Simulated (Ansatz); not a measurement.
System: RuC (model structure, started from the WC type, P-6m2, No. 187, 2 atoms in the cell). Method: PBE (Ansatz, a program for electronic structure, plane waves, PAW).

Settings: plane-wave cutoff 520 eV, 24×24×20 k mesh (along the axes of the cell as run), Fermi–Dirac smearing 0.05 eV, no spin polarisation, scalar-relativistic PAW data made under PBE.

Cell (relaxed at this level):

```
CELL_PARAMETERS angstrom
      2.92387     0.00000     0.00000
     -1.46194     2.53215     0.00000
      0.00000     0.00000     2.67520
ATOMIC_POSITIONS crystal
  Ru 0.00000 0.00000 0.00000
  C  0.66667 0.33333 0.50000
```

Q: Predict the bulk modulus.

A: 
- bulk modulus = 337 GPa

Note: the run has no spin polarisation, so it can have missed a magnetic state; the bulk modulus is −V dP/dV from two relaxed cells at ±2 % in volume; the relaxation could raise the start's symmetry but not lower it, so the cell can be a saddle point.

A model structure was made by putting elements into a prototype or built by hand; it is no filed structure, need not be a known phase, and can be a saddle point held by its symmetry.
